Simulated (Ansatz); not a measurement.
Partial pair distribution functions of a relaxed model of amorphous Ga24O37Na2, broadened by 0.06 Å; density 4.87 g/cm³. All values below come from PBE, scalar-relativistic without spin-orbit coupling (plane waves to 420 eV, PAW; Ansatz, a program for electronic structure).

The cell was made by melting and quenching with the CHGNet potential and then relaxed with DFT. O atoms were pushed apart under 1.9 Å during the dynamics, to hinder bonds among them. The hot cell started wider than the set density and was brought back towards it in steps. It is the lowest in DFT energy of 2 quenches. It is a model cell: composition and starting density were chosen by hand, and all elements were melted together. No dispersion term was used. Its density started from a set value of 4.87 and ended at 4.87 g/cm³. The simulated quench (nominally 220 K/ps over its main leg) is rapid and tends to freeze in more defects than a deposited or slowly cooled glass has. A cell of this size samples the disorder only roughly. The volume was held where the preparation left it and the shape relaxed, at a PBE pressure of -1.0 GPa (tension). Stress components on the final sampling reach 1.2 GPa.

| r (Å) | g Ga-O | g O-Na | g Ga-Ga | g O-O |
|---|---|---|---|---|
| 1.60 | 0.00 | 0.00 | 0.00 | 0.00 |
| 1.70 | 0.30 | 0.00 | 0.00 | 0.00 |
| 1.80 | 3.86 | 0.00 | 0.00 | 0.00 |
| 1.90 | 9.40 | 0.00 | 0.00 | 0.00 |
| 2.00 | 5.14 | 0.00 | 0.00 | 0.00 |
| 2.10 | 1.10 | 0.11 | 0.00 | 0.00 |
| 2.20 | 0.46 | 1.17 | 0.00 | 0.00 |
| 2.30 | 0.26 | 3.13 | 0.00 | 0.00 |
| 2.40 | 0.10 | 5.16 | 0.00 | 0.13 |
| 2.50 | 0.02 | 2.33 | 0.00 | 0.67 |
| 2.60 | 0.07 | 2.24 | 0.00 | 1.07 |
| 2.70 | 0.06 | 1.33 | 0.08 | 1.75 |
| 2.80 | 0.19 | 0.76 | 0.52 | 2.40 |
| 2.90 | 0.39 | 0.49 | 1.50 | 2.67 |
| 3.00 | 0.39 | 0.66 | 2.17 | 2.85 |
| 3.10 | 0.46 | 0.91 | 1.74 | 2.62 |
| 3.20 | 0.37 | 0.28 | 2.02 | 1.60 |
| 3.30 | 0.31 | 0.55 | 2.90 | 1.26 |
| 3.40 | 0.58 | 0.63 | 2.77 | 1.08 |
| 3.50 | 0.91 | 0.59 | 2.58 | 0.76 |
| 3.60 | 0.95 | 0.54 | 1.40 | 0.42 |
| 3.70 | 1.20 | 1.21 | 0.85 | 0.62 |
| 3.80 | 1.28 | 0.86 | 0.41 | 0.70 |
| 3.90 | 0.96 | 0.76 | 0.48 | 0.76 |
| 4.00 | 1.18 | 1.37 | 0.34 | 0.64 |
| 4.10 | 1.34 | 1.46 | 0.51 | 0.57 |
| 4.20 | 1.33 | 0.74 | 1.14 | 0.64 |
| 4.30 | 1.54 | 0.78 | 0.83 | 0.67 |
| 4.40 | 1.65 | 0.29 | 0.44 | 0.62 |
| 4.50 | 1.58 | 0.88 | 0.49 | 0.53 |

Within 2.44 Å each Ga has 4.54 O neighbours on average.
